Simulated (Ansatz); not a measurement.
Take HfRu in the CsCl type structure (space group Pm-3m, No. 221; a = 3.209 Å; relaxed with 0.1 eV smearing) as the base. Axes: x, y, z lie along the cube axes.

The change: uniaxial strain ε_xx = −2.45 %, all other strain components held at zero, atoms relaxed at fixed cell.

Levels (all Ansatz, a quantum-chemistry and plane-wave program, PAW): PBEsol (420 eV, scalar-relativistic without spin-orbit coupling); PBEsol+SOC (420 eV, noncollinear with spin-orbit coupling).

The geometry is relaxed with PBEsol.

| Item | Result |
|---|---|
| PBEsol pressure | 5.6 GPa |

Question: Predict the pressure from PBEsol+SOC.

Answer: The pressure shrinks by 0.3 GPa to 5.3 GPa.

Single points use the geometry relaxed with PBEsol. The spin-orbit shifts are approximate. Stability against distortions was not tested. The runs without spin-orbit coupling are not spin-polarised.
